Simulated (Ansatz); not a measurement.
The starting structures come from a database of crystals and need not be the phases stable at ambient conditions.

 Where the default PAW files enter, the runs use the earlier of Ansatz's two default sets.

Inside the gap of an insulator the Bloch states are evanescent, with a wavenumber k + iκ along the transport direction.

Given:

```yaml
crystal:
  lattice:
    - [6.17905, 0.00000, 0.00000]
    - [2.23631, 5.76017, 0.00000]
    - [1.97137, -2.88008, 3.49015]
  atoms:
    - { symbol: Li, position: [0.75000, 0.75000, 0.50000] }
    - { symbol: Li, position: [0.50663, 0.50663, 0.50000] }
    - { symbol: Li, position: [0.99337, 0.99337, 0.50000] }
    - { symbol: Li, position: [0.00000, 0.00000, 0.00000] }
    - { symbol: H, position: [0.78944, 0.45844, 0.91777] }
    - { symbol: H, position: [0.45933, 0.29279, 0.75123] }
    - { symbol: H, position: [0.45844, 0.78944, 0.08223] }
    - { symbol: H, position: [0.29279, 0.45933, 0.24877] }
    - { symbol: H, position: [0.07953, 0.30573, 0.88299] }
    - { symbol: H, position: [0.57726, 0.03748, 0.34321] }
    - { symbol: H, position: [0.30573, 0.07953, 0.11701] }
    - { symbol: H, position: [0.03748, 0.57726, 0.65679] }
    - { symbol: N, position: [0.36134, 0.86980, 0.98506] }
    - { symbol: N, position: [0.11526, 0.65360, 0.52340] }
    - { symbol: N, position: [0.86980, 0.36134, 0.01494] }
    - { symbol: N, position: [0.65360, 0.11526, 0.47660] }
```

Space group of this cell: I-4. The cell is taken as given; by PBEsol its mean pressure is 1.4 GPa.

Transport runs along the normal of the first two printed cell vectors, the (110) plane of the conventional cell.

No gap correction and no spin-orbit coupling; mid-gap values are interpolated between computed energies.

Question: Estimate the band gap and the smallest decay constant κ at mid-gap that Ansatz (a first-principles code) with PBEsol returns for this system.

Answer: Gap 3.25 eV on a 10×10×10 mesh; κ = 0.365 1/Å, at the zone centre.
